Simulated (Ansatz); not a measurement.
BeS (model structure, started from the rocksalt type, Fm-3m, No. 225, 2 atoms in the cell) was calculated with PBE-D3(BJ) (Ansatz, a quantum-chemistry and plane-wave program, PAW).

Settings: plane-wave cutoff 520 eV, 14×14×14 k mesh, Fermi–Dirac smearing 0.01 eV, scalar-relativistic PAW data made under PBE.

Computed at the level's own relaxed cell.

```
BeS
1.0
    0.00000     2.28263     2.28263
    2.28263     0.00000     2.28263
    2.28263     2.28263     0.00000
S Be
1 1
Direct
  0.00000   0.00000   0.00000
  0.50000   0.50000   0.50000
```

Task: List the 5 lowest band energies at Γ above −25 eV (eV, relative to the valence band maximum), grouping those that round alike.

Result: At Γ: -15.51, -0.33 (×3), 5.80.

Note: the relaxation could raise the start's symmetry but not lower it, so the cell can be a saddle point.

A model structure was made by putting elements into a prototype or built by hand; it is no filed structure, need not be a known phase, and can be a saddle point held by its symmetry.
